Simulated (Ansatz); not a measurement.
**TiSi2 (Fddd, No. 70)**

Calculation: PBEsol in Ansatz (PAW).

Settings: plane-wave cutoff 520 eV, 16×16×16 k mesh, Fermi–Dirac smearing 0.05 eV, no spin polarisation, scalar-relativistic PAW data made under PBE.

Cell: relaxed at this level.

For TiSi2 (Fddd, No. 70), the band gap comes out as none. The bulk modulus B0 is 152 GPa.

Note: the bulk modulus is −V dP/dV from two relaxed cells at ±2 % in volume.

Static lattice: no zero-point or thermal effects.

Ansatz is a first-principles code.
